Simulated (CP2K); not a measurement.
## A series of runs on Ti (P6_3/mmc, 4 atoms in the cell)

```xyz
4
Lattice="2.9934 0.0000 0.0000 -1.4967 2.5923 0.0000 0.0000 0.0000 9.6312" Properties=species:S:1:pos:R:3 pbc="T T T"
Ti     0.0000     0.0000     0.0000
Ti     0.0000     0.0000     4.8156
Ti     0.0000     1.7282     2.4078
Ti     1.4967     0.8641     7.2234
```

Base run A: PBE, GPW, DZVP-MOLOPT-SR-GTH basis, GTH-PBE potentials (GTH_POTENTIALS) run with CP2K, self-consistent single point.

Its settings: CUTOFF = 600 Ry; REL_CUTOFF = 40 Ry; SMEAR/METHOD = FERMI_DIRAC; ELECTRONIC_TEMPERATURE = 580.23 K; KPOINTS/SCHEME = MONKHORST-PACK 9 9 2; GAMMA_CENTERED = T; XC_FUNCTIONAL = PBE; Ti/BASIS_SET = DZVP-MOLOPT-SR-GTH-q12; Ti/POTENTIAL = GTH-PBE-q12; METHOD = GPW; EPS_DEFAULT = 1e-10; NGRIDS = 5; SCF_GUESS = ATOMIC; EPS_SCF = 1e-07; MAX_SCF = 100; ADDED_MOS = 9; MIXING/METHOD = BROYDEN_MIXING; MIXING/ALPHA = 0.3; MIXING/NBUFFER = 8.

The starting cell was generated: these elements placed on a structure prototype, without a prior relaxation; it need not be a known phase or ordering of this composition. Its lattice was rescaled by a random factor within 2.5 % of one. Spin polarisation is off. Values carry the incompleteness of an atom-centred basis. In the base run, with a pressure of about -6 GPa the cell is away from its equilibrium volume at this level.

ΔF is the free energy per atom less that of run A. 

Run A gave: pressure (GPa) -6.09; TS (meV/atom) 12.4; k-points 82.

Runs:
- B: SMEAR/METHOD: FERMI_DIRAC → GAUSSIAN; ELECTRONIC_TEMPERATURE: 580.23 K → default; KPOINTS/SCHEME: MONKHORST-PACK 9 9 2 → MONKHORST-PACK 12 12 4; SIGMA: default → 0.03 eV
- C: SMEAR/METHOD: FERMI_DIRAC → GAUSSIAN; ELECTRONIC_TEMPERATURE: 580.23 K → default; KPOINTS/SCHEME: MONKHORST-PACK 9 9 2 → MONKHORST-PACK 12 12 4; SIGMA: default → 0.1 eV
- D: SMEAR/METHOD: FERMI_DIRAC → GAUSSIAN; ELECTRONIC_TEMPERATURE: 580.23 K → default; KPOINTS/SCHEME: MONKHORST-PACK 9 9 2 → MONKHORST-PACK 12 12 4; SIGMA: default → 0.3 eV
- E: SMEAR/METHOD: FERMI_DIRAC → GAUSSIAN; ELECTRONIC_TEMPERATURE: 580.23 K → default; KPOINTS/SCHEME: MONKHORST-PACK 9 9 2 → MONKHORST-PACK 13 13 4; SIGMA: default → 0.03 eV
- F: SMEAR/METHOD: FERMI_DIRAC → GAUSSIAN; ELECTRONIC_TEMPERATURE: 580.23 K → default; KPOINTS/SCHEME: MONKHORST-PACK 9 9 2 → MONKHORST-PACK 13 13 4; SIGMA: default → 0.1 eV
- G: SMEAR/METHOD: FERMI_DIRAC → GAUSSIAN; ELECTRONIC_TEMPERATURE: 580.23 K → default; KPOINTS/SCHEME: MONKHORST-PACK 9 9 2 → MONKHORST-PACK 13 13 4; SIGMA: default → 0.3 eV

Task: What does run G change against A?

Result: The free energy falls by 27.5 meV/atom and the pressure goes from -6.09 to -5.82 GPa.

Task: What does run C change against A?

Result: The free energy rises by 4.9 meV/atom and the pressure stays at -6.09 GPa.

```
run  ΔF (meV/atom)  pressure (GPa)  TS (meV/atom)  k-points
---  -------------  --------------  -------------  --------
A             0.00           -6.09           12.4        82
B              8.1           -6.13            0.6       292
C              4.9           -6.09            7.4       292
D            -27.5           -5.82           75.6       292
E              8.5           -6.10            1.0       339
F              4.8           -6.07            7.6       339
G            -27.5           -5.82           75.5       339
```
